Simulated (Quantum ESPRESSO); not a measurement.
**A short convergence ladder for HfPd2 (I4/mmm, 3 atoms in the cell)**

```
HfPd2
1.0
   -1.69453     1.69453     4.34401
    1.69453    -1.69453     4.34401
    1.69453     1.69453    -4.34401
Hf Pd
1 2
Cartesian
  0.00000   0.00000   0.00000
  0.00000   0.00000   2.94550
  0.00000   0.00000   5.74253
```

Base method: LDA (PZ), GBRV 1.5 ultrasoft (LDA) pseudopotentials (plane waves; Quantum ESPRESSO).

Base settings: ecutwfc = 40 Ry; ecutrho = 320 Ry; occupations = smearing; smearing = fd; degauss = 0.0073499 Ry; potentials = {Hf: hf_lda_v1.uspp.F.UPF, Pd: pd_lda_v1.4.uspp.F.UPF}; K_POINTS = automatic 6 6 6 0 0 0; conv_thr = 1e-10 Ry.

**Zone-centre phonons against the cutoff**

In this ladder: ph.x.tr2_ph = 1e-14; ph.x.fildyn = dyn.G; dynmat.x.fildyn = dyn.G; dynmat.x.asr = simple. Moved along: ecutrho.

The mesh stays at the base's, so the ladder's end is converged at best in this setting alone.

Frequencies are those of the unrelaxed cell, without the LO-TO term of polar crystals.

Only quantities that move along the ladder and can be compared are tabulated.

```tsv
ecutwfc	highest zone-centre frequency (cm⁻¹)	lowest optical frequency (cm⁻¹)
20 Ry	237.1	134.6
28 Ry	182.8	128.1
34 Ry	185.1	128.6
40 Ry	184.9	128.8
```

Coarsest ecutwfc that holds the lowest optical frequency within 5 cm⁻¹ of the last step, with all finer ones: 28 Ry; the step before is off by 5.9 cm⁻¹.

Coarsest ecutwfc that holds the highest zone-centre frequency within 5 cm⁻¹ of the last step, with all finer ones: 28 Ry; the step before is off by 52 cm⁻¹.

On the base run: the starting cell comes from a database of computed structures (which also holds hypothetical and non-ambient phases and stackings), without a prior relaxation at this level. Its lattice was rescaled by up to half a per cent. Spin polarisation is off. In the base run, with a pressure of about -7 GPa the cell is away from its equilibrium volume at this level.
